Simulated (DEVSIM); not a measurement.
Device: illuminated Si p-on-n cell, one wavelength, with a back-surface field, at 250 K.

```tsv
layer (left to right)	material	thickness (μm)	Nd (cm⁻³)	Na (cm⁻³)	τn (s)	τp (s)	absorption coefficient (cm⁻¹)
1	Si	0.0520	-	5.7e18	5.4e-7	3.3e-8	91000
2	Si	130	6.8e15	-	8.9e-7	8.9e-7	91000
3	Si	0.920	3.5e18	-	8.9e-7	8.9e-7	91000
```

Left contact: ohmic, minority electron recombination velocity 3e5 cm/s. Right contact: ohmic, minority hole recombination velocity 2e5 cm/s. Voltage is applied to the left contact. Recombination: SRH at mid-gap, radiative, Auger. Light enters at the left, 7.5e17 photons cm⁻² s⁻¹, one pass, no reflection. Mobility is μmin + (μ − μmin)/(1 + (N/Nref)^α).

Constants are typed, rounded textbook-type inputs, not results; the design itself was drawn at random and stands for no fabricated device. Values at 300 K; Nc and Nv go as T^1.5, mobilities as T to minus their exponent, the gap by Varshni's rule with the affinity fixed.

| parameter | Si |
|---|---|
| gap (eV) | 1.124 |
| affinity (eV) | 4.05 |
| permittivity | 11.7 |
| Nc (cm⁻³) | 2.86e19 |
| Nv (cm⁻³) | 3.1e19 |
| μn (cm²/Vs) | 1417 |
| μp (cm²/Vs) | 470 |
| μn,min | 52 |
| μp,min | 45 |
| Nref,n | 9.7e16 |
| Nref,p | 2.2e17 |
| αn | 0.68 |
| αp | 0.72 |
| T exponent of μn | 2.3 |
| T exponent of μp | 2.2 |
| B (cm³/s) | 4.7e-15 |
| Cn (cm⁶/s) | 2.8e-31 |
| Cp (cm⁶/s) | 9.9e-32 |
| Varshni α (eV/K) | 0.000473 |
| Varshni β (K) | 636 |

Simulated with DEVSIM: 1D drift-diffusion, Boltzmann statistics, complete ionisation; no tunnelling, impact ionisation, image-force lowering or self-heating.

The thickness of layer 2 was swept, all else fixed.

| thickness of layer 2 (μm) | largest power (mW/cm²) | dark forward voltage at 1 A/cm² (V) | open-circuit voltage (V) |
|---|---|---|---|
| 26 | 70.1 | 0.774 | 0.717 |
| 46 | 69.5 | 0.765 | 0.710 |
| 78 | 69.3 | 0.762 | 0.708 |
| 130 | 69.2 | 0.763 | 0.707 |
| 220 | 69.1 | 0.769 | 0.707 |
| 390 | 69.0 | 0.778 | 0.707 |
| 650 | 68.6 | 0.790 | 0.707 |

From the first row to the last the largest power goes from 70.1 to 68.6. From the first row to the last the dark forward voltage at 1 A/cm² goes from 0.774 to 0.790.
